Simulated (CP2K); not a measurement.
Band structure of BaAuO3 (Pm-3m, 5 atoms in the cell).

```yaml
crystal:
  lattice:
    - [4.21168, 0.00000, 0.00000]
    - [0.00000, 4.21168, 0.00000]
    - [0.00000, 0.00000, 4.21168]
  atoms:
    - { symbol: Ba, position: [0.00000, 0.00000, 0.00000] }
    - { symbol: Au, position: [0.50000, 0.50000, 0.50000] }
    - { symbol: O, position: [0.50000, 0.50000, 0.00000] }
    - { symbol: O, position: [0.00000, 0.50000, 0.50000] }
    - { symbol: O, position: [0.50000, 0.00000, 0.50000] }
```

Level of theory: LDA (Pade form), GPW, DZVP-MOLOPT-SR-GTH basis, GTH-PADE potentials (GTH_POTENTIALS) run with CP2K.

Settings: CUTOFF = 500 Ry; REL_CUTOFF = 60 Ry; SMEAR/METHOD = FERMI_DIRAC; ELECTRONIC_TEMPERATURE = 1160.45 K; KPOINTS/SCHEME = MONKHORST-PACK 8 8 8; GAMMA_CENTERED = T; XC_FUNCTIONAL = PADE; Ba/BASIS_SET = DZVP-MOLOPT-SR-GTH-q10; Ba/POTENTIAL = GTH-PADE-q10; Au/BASIS_SET = DZVP-MOLOPT-SR-GTH-q11; Au/POTENTIAL = GTH-PADE-q11; O/BASIS_SET = DZVP-MOLOPT-SR-GTH-q6; O/POTENTIAL = GTH-PADE-q6; METHOD = GPW.

The starting cell comes from a database of computed structures (which also holds hypothetical and non-ambient phases and stackings), without a prior relaxation at this level. Spin-orbit coupling is off. Values carry the incompleteness of an atom-centred basis.

Levels in eV from the Fermi level, bands 17 to 22:
| point | 17 | 18 | 19 | 20 | 21 | 22 |
|---|---|---|---|---|---|---|
| Γ | -1.07 | -1.07 | -0.70 | -0.70 | -0.70 | 3.62 |
| X | -1.21 | -1.21 | -0.09 | -0.09 | 0.23 | 6.51 |
| M | -0.64 | -0.43 | -0.43 | -0.33 | 3.60 | 6.68 |
| R | 0.03 | 0.03 | 0.03 | 3.60 | 3.60 | 5.75 |

Bands cross the Fermi level along this path, so the cell is metallic at this level.

Higher empty bands are left out: an atom-centred basis made for the valence describes them poorly.
